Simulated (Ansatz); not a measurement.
Base system: Fe in the bcc (W type) structure (space group Im-3m, No. 229; a = 2.787 Å; ferromagnetic).

Computed with PBEsol (Ansatz, a program for electronic structure), no SOC, earlier PAW set.

For the base:

| Item | Value |
|---|---|
| Lattice parameter a | 2.787 Å |
| Band gap | zero |

It is then changed as follows: the non-magnetic state is imposed and the cell is relaxed again.

### Question
What does the calculation give for the energy relative to the base after the change?

### Answer
The energy goes up by 0.39 eV/atom (to 0.01 eV only: unlike meshes or grids).

### Question
Predict the new lattice parameter a.

### Answer
The lattice parameter a decreases by 0.064 Å, from 2.787 Å to 2.723 Å.

### Question
Predict the new band gap.

### Answer
The band gap stays zero.

The magnetic state is the one reached from the starting moments; the real material's order can differ, and small cells can't hold many antiferromagnetic ones. Whether these cells are dynamically stable was not tested. Spin-polarised in the final run: base; the other runs are not.
